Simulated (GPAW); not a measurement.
**Input and output of a self-consistent single point for Cu₃Au (Pm-3m, 4 atoms in the cell) (GPAW)**

Computed with PBE, GPAW PAW datasets PBE (gpaw-data 1.0.1) (plane waves; GPAW).

Input:

```python
from ase import Atoms
from ase.units import GPa
from gpaw import GPAW, PW

atoms = Atoms(['Cu', 'Cu', 'Cu', 'Au'],
              cell=[[3.793875, 0.000000, 0.000000],
                    [0.000000, 3.793875, 0.000000],
                    [0.000000, 0.000000, 3.793875]],
              scaled_positions=[[0.000000, 0.500000, 0.500000],
                                [0.500000, 0.000000, 0.500000],
                                [0.500000, 0.500000, 0.000000],
                                [0.000000, 0.000000, 0.000000]],
              pbc=True)

calc = GPAW(mode=PW(850),
            xc='PBE',
            kpts=(9, 9, 9),
            occupations={'name': 'methfessel-paxton', 'width': 0.05, 'order': 0},
            nbands=-12,
            convergence={'density': 1e-05, 'energy': 1e-05},
            symmetry={'symmorphic': False, 'tolerance': 0.0005},
            maxiter=100,
            txt='-')

atoms.calc = calc

energy = atoms.get_potential_energy()
print('Energy (eV):', round(energy, 6))
forces = atoms.get_forces()
print('Forces (eV/Ang):')
print(forces.round(5))
stress = atoms.get_stress()
print('Stress (GPa, Voigt):', (stress / GPa).round(4))
```

Log, with long lists cut:

```
Input parameters:
  convergence: {density: 1e-05,
                energy: 1e-05}
  kpts: [9 9 9]
  maxiter: 100
  mode: {ecut: 850.0,
         name: pw}
  nbands: -12
  occupations: {name: methfessel-paxton,
                order: 0,
                width: 0.05}
  symmetry: {symmorphic: False,
             tolerance: 0.0005}
  xc: PBE

species:
  Cu:
    name: Copper
    Z: 29.0
    valence: 11
    core: 18
    charge: 0.0
    file: Cu.PBE.gz

    # Using partial waves for Cu as LCAO basis

  Au:
    name: Gold
    Z: 79.0
    valence: 11
    core: 68
    charge: 0.0
    file: Au.PBE.gz

    # Using partial waves for Au as LCAO basis

Reference energy: -651662.626633  # eV

Spin-paired calculation

Convergence criteria:
 Maximum [total energy] change in last 3 cyles: 1e-05 eV / valence electron
 Maximum integral of absolute [dens]ity change: 1e-05 electrons / valence electron
 Maximum integral of absolute [eigenst]ate change: 4e-08 eV^2 / valence electron
 Maximum number of scf [iter]ations: 100

Symmetries present (total): 48
Symmetries with fractional translations: 0
729 k-points: 9 x 9 x 9 Monkhorst-Pack grid
35 k-points in the irreducible part of the Brillouin zone
       k-points in crystal coordinates                weights
   0:     0.00000000    0.00000000    0.00000000          1/729
   1:     0.11111111    0.00000000    0.00000000          6/729
   2:     0.11111111    0.11111111    0.00000000         12/729
   [... 7 lines left out ...]
          ...
  34:     0.44444444    0.44444444    0.44444444          8/729

Wave functions: Plane wave expansion
  Cutoff energy: 850.000 eV
  Number of coefficients (min, max): 3038, 3088
  Pulay-stress correction: 0.000000 eV/Ang^3 (de/decut=0.000000)

Occupation numbers: Methfessel-Paxton:
  width: 0.0500  # eV
  order: 0

Eigensolver

Densities:
  Coarse grid: 27*27*27 grid
  Fine grid: 54*54*54 grid
  Total Charge: 0.000000

Density mixing:
  Method: separate
  Backend: pulay
  Linear mixing parameter: 0.05
  old densities: 5
  Damping of long wavelength oscillations: 50

Hamiltonian:
  XC and Coulomb potentials evaluated on a 54*54*54 grid
  External potential:
    NoExternalPotential

XC parameters: PBE with 2 nearest neighbor stencil

Number of atoms: 4
Number of atomic orbitals: 36
Number of bands in calculation: 34
Number of valence electrons: 44
Bands to converge: occupied

Density initialized from atomic densities
  34 bands from LCAO basis set

Atomic positions and initial magnetic moments

Positions:
   0 Cu     0.000000    1.896937    1.896937    ( 0.0000,  0.0000,  0.0000)
   1 Cu     1.896937    0.000000    1.896937    ( 0.0000,  0.0000,  0.0000)
   2 Cu     1.896937    1.896937    0.000000    ( 0.0000,  0.0000,  0.0000)
   3 Au     0.000000    0.000000    0.000000    ( 0.0000,  0.0000,  0.0000)

Unit cell:
           periodic     x           y           z      points  spacing
  1. axis:    yes    3.793875    0.000000    0.000000    27     0.1405
  2. axis:    yes    0.000000    3.793875    0.000000    27     0.1405
  3. axis:    yes    0.000000    0.000000    3.793875    27     0.1405

  Lengths:   3.793875   3.793875   3.793875
  Angles:   90.000000  90.000000  90.000000

Effective grid spacing dv^(1/3) = 0.1405

     iter     time        total  log10-change:
                         energy   eigst   dens
iter:   1 --:--:--   -17.207567
iter:   2 --:--:--   -16.298685   -1.89  -1.23
iter:   3 --:--:--   -14.780339   -0.97  -1.30
iter:   4 --:--:--   -14.613332   -2.89  -1.83
iter:   5 --:--:--   -14.726244   -1.82  -1.85
iter:   6 --:--:--   -14.807014   -1.67  -2.15
iter:   7 --:--:--   -14.494563   -2.03  -1.75
iter:   8 --:--:--   -14.495670   -3.91  -2.85
iter:   9 --:--:--   -14.496320   -5.01  -2.93
iter:  10 --:--:--   -14.494124   -4.29  -3.05
iter:  11 --:--:--   -14.493830   -5.13  -3.42
iter:  12 --:--:--   -14.493736c  -6.33  -3.57
iter:  13 --:--:--   -14.493670c  -6.41  -3.72
iter:  14 --:--:--   -14.493663c  -7.30  -3.96
iter:  15 --:--:--   -14.493618c  -6.08  -4.09
iter:  16 --:--:--   -14.493612c  -7.15  -4.40
iter:  17 --:--:--   -14.493605c  -6.75  -4.43
iter:  18 --:--:--   -14.493605c  -7.72c -4.49
iter:  19 --:--:--   -14.493605c  -8.88c -4.52
iter:  20 --:--:--   -14.493605c  -8.18c -4.56
iter:  21 --:--:--   -14.493605c  -8.37c -4.62
iter:  22 --:--:--   -14.493605c  -7.98c -4.70
iter:  23 --:--:--   -14.493605c  -8.91c -5.01c

Converged after 23 iterations.

Dipole moment: (-0.000000, -0.000000, -0.000000) |e|*Ang

Energy contributions relative to reference atoms: (reference = -651662.626633)

Kinetic:        -48.635991
Potential:      +38.198185
External:        +0.000000
XC:              -4.523772
Entropy (-ST):   -0.000482
Local:           +0.468214
SIC:             +0.000000
--------------------------
Free energy:    -14.493846
Extrapolated:   -14.493605

Showing only first 2 kpts
 Kpt  Band  Eigenvalues  Occupancy
  0    20      6.86445    2.00000
  0    21      9.55470    0.00000
  0    22      9.55470    0.00000
  0    23      9.55470    0.00000

  1    20      6.86439    2.00000
  1    21      8.72145    0.00000
  1    22      9.97590    0.00000
  1    23      9.97590    0.00000

Fermi level: 8.25495

No gap
No difference between direct/indirect transitions
Energy (eV): -14.493605

Forces in eV/Ang:
  0 Cu   -0.00000    0.00000    0.00000
  1 Cu    0.00000   -0.00000    0.00000
  2 Cu    0.00000    0.00000   -0.00000
  3 Au   -0.00000   -0.00000    0.00000

Stress tensor:
     0.001036     0.000000     0.000000
     0.000000     0.001036     0.000000
     0.000000     0.000000     0.001036
Stress (GPa, Voigt): [0.1661 0.1661 0.1661 0.     0.     0.    ]
```

The run converged in 23 iterations. GPAW prints stress with tension positive.

The starting cell has typed, rounded lattice constants, without a prior relaxation at this level. Its lattice was rescaled by a random factor within 2.5 % of one. Spin-orbit coupling is off. Spin polarisation is off.

Cost on one core of a shared machine: roughly 2 min.
